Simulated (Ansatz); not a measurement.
**ZnO: response to strain**

Take ZnO in the wurtzite structure (space group P6_3mc, No. 186; a = 3.235 Å, c = 5.211 Å) as the base. Axes: x lies along a and z along c of the hexagonal cell.

Strains are applied to the cell and any free atomic positions relax; under biaxial strain the out-of-plane vector relaxes too; under stress the whole cell relaxes.

All numbers come from r2SCAN in Ansatz (plane waves to 500 eV, PAW, no SOC), earlier PAW set.

Notes on the quantities. pressure: mean of the normal stresses, compression positive; energy relative to the base: free energy F.

```csv
case,volume per atom,pressure,band gap,energy relative to the base
base,11.81 Å³,0.00 GPa,1.23 eV,0 meV/atom
"biaxial strain +4.48 %, plane normal [001], relaxed out of plane",12.22 Å³,-5.72 GPa,1.26 eV,–
isotropic strain −2.94 %,10.80 Å³,16.30 GPa,1.36 eV,+47 meV/atom
uniaxial strain ε_zz = +1.05 %,11.93 Å³,-1.53 GPa,1.21 eV,+0.9 meV/atom
uniaxial strain ε_zz = +1.38 %,11.97 Å³,-1.99 GPa,1.20 eV,+1.5 meV/atom
"uniaxial stress, 3 GPa tension along x",11.88 Å³,–,1.20 eV,+2.9 meV/atom
```

Gaps are read on the SCF mesh and a high-symmetry path. Stability under load was not tested beyond the relaxation.

Ansatz is a program for electronic structure.
